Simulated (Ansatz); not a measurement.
**A computed series for ZnO: pressure series**

Base system: ZnO in the wurtzite structure (space group P6_3mc, No. 186).

```yaml
crystal:
  lattice:
    - [3.27948, 0.00000, 0.00000]
    - [-1.63974, 2.84011, 0.00000]
    - [0.00000, 0.00000, 5.29371]
  atoms:
    - { symbol: Zn, position: [0.33333, 0.66667, 0.00146] }
    - { symbol: Zn, position: [0.66667, 0.33333, 0.50146] }
    - { symbol: O, position: [0.33333, 0.66667, 0.38054] }
    - { symbol: O, position: [0.66667, 0.33333, 0.88054] }
```

Cell and atoms are relaxed at each pressure.

Level of theory: Ansatz (a quantum-chemistry and plane-wave program) PBE, scalar-relativistic without spin-orbit coupling.

```csv
change,band gap,volume per atom,width of the top valence band
base,0.74 eV,12.33 Å³,1.71 eV
pressure −2 GPa,0.72 eV,12.53 Å³,1.67 eV
pressure −1 GPa,0.73 eV,12.42 Å³,1.69 eV
pressure 0.9 GPa,0.75 eV,12.24 Å³,1.72 eV
pressure 2.1 GPa,0.77 eV,12.13 Å³,1.74 eV
pressure 4.5 GPa,0.79 eV,11.93 Å³,1.78 eV
pressure 9 GPa,0.83 eV,11.60 Å³,1.85 eV
pressure 22.5 GPa,0.93 eV,10.82 Å³,2.01 eV
```

Load acts through the strain it causes; cell and atoms are relaxed under it. Whether these cells are dynamically stable was not tested. Measured, ZnO leaves this structure (for rock salt) near 9.1 GPa (temperature not stated; as listed in Datta, Sujoy, Jana, Debnarayan, arXiv (2020)), on rising pressure, with hysteresis.
